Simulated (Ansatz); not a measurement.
Ansatz (a program for electronic structure) run on CuGe3 (P6_3/mmc, 8 atoms in the cell): relaxation of cell and atoms.

Method of the run: PBEsol, PAW files made with PBE (plane waves; Ansatz).

```
CuGe3
1.0
    4.34544     0.00000     0.00000
   -2.17272     3.76326     0.00000
    0.00000     0.00000     8.93492
Cu Ge
2 6
Cartesian
  2.17272   1.25442   6.70119
  0.00000   2.50884   2.23373
  2.17272   1.25442   0.67557
  0.00000   2.50884   8.25935
  0.00000   2.50884   5.14303
  2.17272   1.25442   3.79189
  0.00000   0.00000   6.70119
  0.00000   0.00000   2.23373
```

Reference input (self-consistent single point, DFT, PBEsol, plane waves, PAW files made with PBE): kpoints.mp_grid.grid = 5 5 3; hamiltonian.xc = pbesol; hamiltonian.pseudopotentials = {kind: paw} (the program's default PAW files); scf.occupations.method = fermi_dirac; scf.occupations.width = 0.1 eV. This run's input differs from it in these lines:

```diff
@@ -21,2 +21,4 @@
   occupations: { method: fermi_dirac, width: 0.1 }
+relax:
+  cell: {}
 output:
```

Log, with long lists cut:

```
   [... SCF lines of the steps left out ...]
relax step   1: F+E_penalty+E_count = -38696.28960297 eV  Δ(F+E_penalty+E_count) = +0.000e0 eV  max|allowed force component| = 3.916e-2 eV/Å  Δτ_max = 0.0000 Å  P = -4.225 GPa  Ω = 146.113 Å³  (10 SCF iters, dr2 threshold 1.00e-7 eV, accepted)
relax step   2: F+E_penalty+E_count = -38696.37569850 eV  Δ(F+E_penalty+E_count) = -8.610e-2 eV  max|allowed force component| = 1.188e-1 eV/Å  Δτ_max = 0.0144 Å  P = +2.010 GPa  Ω = 134.873 Å³  energy of the carried Pulay correction = +3.385e-3 eV  [...]
   [... lines left out ...]
relax step   5: F+E_penalty+E_count = -38696.40351777 eV  Δ(F+E_penalty+E_count) = -4.751e-4 eV  max|allowed force component| = 4.193e-3 eV/Å  Δτ_max = 0.0003 Å  P = -0.001 GPa  Ω = 138.057 Å³  energy of the carried Pulay correction = +2.398e-3 eV  [...]
relax step   6: F+E_penalty+E_count = -38696.40103295 eV  Δ(F+E_penalty+E_count) = +2.485e-3 eV  max|allowed force component| = 4.129e-3 eV/Å  Δτ_max = 0.0000 Å  P = +0.002 GPa  Ω = 138.057 Å³  stress off target by 2.37e-2 GPa  SCF on the basis [...]
basis re-selected at this cell: Δ(F+E_penalty+E_count) = +2.485e-3 eV, ΔP = +0.003 GPa vs the last step
the relaxation is at rest under the 24 symmetry operations that the run kept from its start: a minimum is not shown …
Free energy (F): -38696.401033 eV
Internal energy: -38696.290811 eV  (E = F + TS)
E sigma→0 (E₀):  -38696.345922 eV
Entropy (-TS):   -0.110222 eV (-13.778 meV/atom)
Fermi energy:    11.804595 eV
--- Forces (eV/Å), atoms counted from 1 ---
  atom   1  Cu     0.00000000    -0.00000000     0.00000000
   [... lines left out ...]
  cell:  # Å, volume = 138.0574 Å³
   [... lines left out ...]
    - { symbol: Ge, position: [0.3333333333333333, 0.6666666666666666, 0.5751646885381131] }
    - { symbol: Ge, position: [0.6666666666666666, 0.3333333333333333, 0.42483531146188686] }
    - { symbol: Ge, position: [2.026777311594174e-34, 4.635264000520068e-34, 0.7500000000000001] }
    - { symbol: Ge, position: [-3.115433668682938e-34, -1.0376700836126867e-33, 0.25] }
```

The run converged.  The full log also holds: “iter 5 did not close the SCF: its close was put off for the readings that it lacked (scf_convergence_deferred on its scf_iter line)”. The full log also holds: “iter 5 did not close the SCF: its close was put off for the readings that it lacked (scf_convergence_deferred on its scf_iter line)”.

Summary of the result:
- Free energy E − TS (on the zero of these files): -38696.4010 eV
- Fermi level (on the code's own zero): 11.80 eV
- Pressure: 0.00 GPa
- Largest force (vector length): 0.004 eV/Å
- Final cell: a = 4.2653 Å, b = 4.2653 Å, c = 8.7625 Å, α = 90.00°, β = 90.00°, γ = 120.00°
- Final volume per atom: 17.26 Å³
- Relaxation steps: 6

The starting cell comes from a database of computed structures (which also holds hypothetical and non-ambient phases and stackings), without a prior relaxation at this level. Spin polarisation is off. The relaxation keeps the symmetry of its start, so its end need not be a minimum. Ansatz's pressure includes its estimate of the finite-basis (Pulay) stress.

Cost on one core of a shared machine: roughly 30 s.

Keys are those of Ansatz 0.2.
